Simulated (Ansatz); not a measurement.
SrO under load (space group Fm-3m), r2SCAN, rigid bands (Ansatz, an electronic-structure program). Condition of this run: hydrostatic pressure of 3.6 GPa (compression positive) (the target of the relaxation). Band gap 3.77 eV, N_c = 3.15e19 cm⁻³ and N_v = 3.56e20 cm⁻³ at 300 K, conductivity masses of 0.505 mₑ (electrons) and 1.33 mₑ (holes). Take k_BT = 0.02585 eV.

Question: Find the intrinsic carrier density and the intrinsic Fermi level.

Answer: n_i = √(N_c N_v) exp(−E_g/2k_BT) = 1.06e20 × exp(−72.92) = 2.3e-12 cm⁻³. The level lies (k_BT/2) ln(N_v/N_c) = 31 meV from mid-gap (positive towards the conduction band). Each 0.1 eV added to the gap lowers n_i by a factor of 6.9.

Question: What thermal injection velocity √(2k_BT/πm) limits a ballistic channel?

Answer: 7.57e6 cm/s for electrons and 4.67e6 cm/s for holes, a ratio of √(m_h/m_e) = 1.62, for dilute carriers.

Question: A film of it is 8 nm thick. Estimate the confinement energies in an infinite well.

Answer: ħ²π²/(2m t²) = 0.376 eV·nm²/(m/mₑ × t²) gives 11.6 meV for electrons and 4.42 meV for holes, so the gap would widen to about 3.79 eV. Finite barriers and nonparabolic bands lower this, and with several valleys or bands the heaviest mass along the normal sets the lowest level, not this average.

Rigid bands with the computed gap; masses take one relaxation time for all states. Spin-orbit coupling is left out; where it splits the top of the valence band, N_v and the p-type Seebeck coefficient come out somewhat high without it. Geometry: cell and atoms relaxed with PBEsol.
